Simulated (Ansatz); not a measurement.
Inside the gap of an insulator the Bloch states are evanescent, with a wavenumber k + iκ along the transport direction.

```
BN
1.0
    2.50286     0.00000     0.00000
   -1.25143     2.16754     0.00000
    0.00000     0.00000     4.14231
B N
2 2
Cartesian
  1.25143   0.72252   4.14115
  0.00000   1.44503   2.07000
  1.25143   0.72252   2.59011
  0.00000   1.44503   0.51895
```

Space group of this cell: P6_3mc, wurtzite. The cell is strained (all lengths scaled by 0.98); by r2SCAN its mean pressure is 20.6 GPa.

Transport runs along the normal of the first two printed cell vectors, the (001) plane of the conventional cell.

The gap is the functional's own. No spin-orbit coupling. Mid-gap values are interpolated on the energy grid.

Q: State the band gap and the smallest decay constant κ at mid-gap according to r2SCAN in Ansatz (an electronic-structure program).

A: Gap 5.67 eV on a 18×18×8 mesh; κ = 0.372 1/Å, at the zone centre.
